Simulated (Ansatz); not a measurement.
The starting structures come from a database of crystals and need not be the phases stable at ambient conditions.

 Where the default PAW files enter, the runs use the earlier of Ansatz's two default sets.

Tunnelling through a barrier is set by its complex band structure: the current falls as exp(−2κd) with the smallest κ.

Input:

```
CdS
1.0
    3.89368     0.00000     0.00000
    0.00000     3.89368     0.00000
    1.94684    -1.94684     2.75325
Cd S
1 1
Direct
  0.00000   0.00000   0.00000
  0.50000   0.50000   0.00000
```

Space group of this cell: Fm-3m, rock salt. The cell is taken as given; by r2SCAN its mean pressure is -2.2 GPa.

Transport runs along the normal of the first two printed cell vectors, the (001) plane of the conventional cell.

No gap correction and no spin-orbit coupling; mid-gap values are interpolated between computed energies.

Problem. State the band gap and the smallest decay constant κ at mid-gap according to r2SCAN in Ansatz (a quantum-chemistry and plane-wave program).

Solution. Gap 0.74 eV on a 12×12×12 mesh; κ = 0.129 1/Å, at (0.500, 0.500) of the in-plane reciprocal vectors. At the zone centre, at the nearest computed energy, the slowest state has κ = 0.15 1/Å.
